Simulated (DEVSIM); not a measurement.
Structure: illuminated Si p-on-n cell, one wavelength, with a back-surface field, at 300 K.

Layer 1 from the left is Si, thickness (μm) 0.590, Na (cm⁻³) 7e17, τn (s) 2.5e-5, τp (s) 4.3e-7, absorption coefficient (cm⁻¹) 6000. Layer 2 from the left is Si, thickness (μm) 140, Nd (cm⁻³) 8.6e15, τn (s) 3.1e-5, τp (s) 3.1e-5, absorption coefficient (cm⁻¹) 6000. Layer 3 from the left is Si, thickness (μm) 0.850, Nd (cm⁻³) 1.5e18, τn (s) 3.1e-5, τp (s) 3.1e-5, absorption coefficient (cm⁻¹) 6000.

Left contact: ohmic, minority electron recombination velocity 200 cm/s. Right contact: ohmic, minority hole recombination velocity 30000 cm/s. Voltage is applied to the left contact. Recombination: SRH at mid-gap, radiative, Auger. Gap narrowing is on: ΔEg = 6.92 meV × (l + √(l² + 0.5)), l = ln(N/1.3e17 cm⁻³), shared equally by both band edges. Light enters at the left, 2.3e18 photons cm⁻² s⁻¹, one pass, no reflection. Mobility is μmin + (μ − μmin)/(1 + (N/Nref)^α).

The device is made up for the run: typed textbook-type constants, with dimensions and the other settings drawn at random. Values at 300 K.

Si: gap (eV) 1.124, affinity (eV) 4.05, permittivity 11.7, Nc (cm⁻³) 2.86e19, Nv (cm⁻³) 3.1e19, μn (cm²/Vs) 1417, μp (cm²/Vs) 470, μn,min 52, μp,min 45, Nref,n 9.7e16, Nref,p 2.2e17, αn 0.68, αp 0.72, B (cm³/s) 4.7e-15, Cn (cm⁶/s) 2.8e-31, Cp (cm⁶/s) 9.9e-32.

Model (solved in DEVSIM): 1D drift-diffusion, Boltzmann statistics, complete ionisation; no tunnelling, impact ionisation, image-force lowering or self-heating.

**Question.** What does the simulation give for the dark forward voltage at 100 A/cm², the open-circuit voltage, the fill factor, the share of generated pairs collected at short circuit?

**Answer.** dark forward voltage at 100 A/cm² 0.905 V; open-circuit voltage 0.692 V; fill factor 0.83; share of generated pairs collected at short circuit 0.995.
